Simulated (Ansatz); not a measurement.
Abridged Ansatz (a first-principles code) output:

```
Relaxation: its limit of steps is 60 (relax.max_steps)
Pseudopotential: Ni, paw, valence charge 18
Pseudopotential: Si, paw, valence charge 4
Crystal: 8 atoms, lattice volume = 95.183 Å³
Basis set: ecut = 500 eV, 2407 PW (Γ), exchange–correlation on 160×100×180 points (64 copies of the dense FFT grid, shifted against one another)
Bands: 53, of which v1, the nominal top of the filled ones, is band 44 counted from 1 (43 counted from 0)
Symmetry: 8 space group operations
k-points: 200 of 1134
Functional: x = r2scan, c = r2scan; τ floored in thin density (d = 2e-4 eV/Å³)
SCF iter   1: F=—  HF=-25941.023492 eV  |F-HF|=—  |Δ(HF+E_count)|=         —  Δρ=2.89e-2  dr2=6.70e-1  dr2_τ=2.32e-1  ethr=1.77e-3  ⟨swp⟩=6.6  Hψ=42218  notcnv=0  defer=57
SCF iter   2: F=—  HF=-25941.294055 eV  |F-HF|=—  |Δ(HF+E_count)|=   2.71e-1  Δρ=2.45e-2  dr2=2.87e-1  dr2_τ=3.87e-3  ethr=7.62e-4  ⟨swp⟩=3.0  Hψ=19945  notcnv=0  defer=396
SCF 1 converged in 10 iterations: F = -25941.235246 eV  dr2 = 2.36e-9
relax step   1: F+E_penalty+E_count = -25941.23524594 eV  Δ(F+E_penalty+E_count) = +0.000e0 eV  max|allowed force component| = 2.223e-4 eV/Å  Δτ_max = 0.0000 Å  P = +0.002 GPa  Ω = 95.183 Å³  (10 SCF iters, dr2 threshold 1.00e-7 eV, accepted)
[... steps on the carried basis left out ...]
relax step   4: F+E_penalty+E_count = -25941.23509777 eV  Δ(F+E_penalty+E_count) = +9.923e-5 eV  max|allowed force component| = 5.334e-4 eV/Å  Δτ_max = 0.0000 Å  P = +0.299 GPa  Ω = 95.026 Å³  stress off target by 2.40e-3 GPa  SCF on the basis re-selected at this cell (its energy is not comparable with the rows above)  (7 SCF iters)
SCF converged after 7 iterations
Free energy (F): -25941.235098 eV
Internal energy: -25941.216332 eV  (E = F + TS)
E sigma→0 (E₀):  -25941.225715 eV
Entropy (-TS):   -0.018766 eV (-2.346 meV/atom)
Fermi energy:    15.003033 eV
--- Forces (eV/Å), atoms counted from 1 ---
  atom   1  Ni     0.00004328     0.00000000     0.00028297
  atom   2  Ni     0.00004328     0.00000000    -0.00028297
  atom   3  Ni    -0.00004328     0.00000000    -0.00028297
  atom   4  Ni    -0.00004328     0.00000000     0.00028297
  atom   5  Si     0.00008487     0.00000000     0.00053343
  atom   6  Si     0.00008487     0.00000000    -0.00053343
  atom   7  Si    -0.00008487     0.00000000    -0.00053343
  atom   8  Si    -0.00008487     0.00000000     0.00053343
--- Stress (GPa, compression-positive) ---
        0.298261       0.000000       0.000000
        0.000000       0.301322       0.000000
        0.000000       0.000000       0.297601
  P = ⅓ Tr σ = 0.2991 GPa (2.991 kbar)
--- Relaxed structure (3 steps of the walk, 3 accepted, 1 SCFs on fresh bases) ---
  cell:  # Å, volume = 95.0265 Å³
    - [5.116423764512759, 0.0, 0.0]
    - [0.0, 3.340715764204557, 0.0]
    - [0.0, 0.0, 5.559537398757778]
  atoms:
    - { symbol: Ni, position: [0.5077475289590203, 0.25, 0.6886482122766282] }
    - { symbol: Ni, position: [0.007747528959020264, 0.25, 0.8113517877233716] }
    - { symbol: Ni, position: [0.4922524710409798, 0.75, 0.3113517877233717] }
    - { symbol: Ni, position: [0.9922524710409797, 0.75, 0.18864821227662826] }
    - { symbol: Si, position: [0.6787399123467918, 0.25, 0.08347653563971037] }
    - { symbol: Si, position: [0.17873991234679187, 0.25, 0.41652346436028953] }
    - { symbol: Si, position: [0.32126008765320807, 0.75, 0.9165234643602894] }
    - { symbol: Si, position: [0.8212600876532081, 0.75, 0.5834765356397104] }
```

**Question.** What was computed, and what are the main results?

**Answer.** NiSi, 8 atoms in the cell, with r2SCAN (Ansatz), scalar-relativistic without spin-orbit coupling, from a series relaxed to a target (pressure 0.3 GPa). The last SCF converged to F = -25941.235098 eV, or -3242.6544 eV per atom, at a pressure of 0.30 GPa. The total energy compares only with runs of the same code, potentials and settings.

Load acts through the strain it causes; cell and atoms are relaxed under it. Stability against distortions was not tested. All final runs are without spin polarisation. The cell was made from NiSi (space group Pnma, No. 62; non-magnetic) by this change: pressure 0.3 GPa.

Keys are those of Ansatz 0.2.
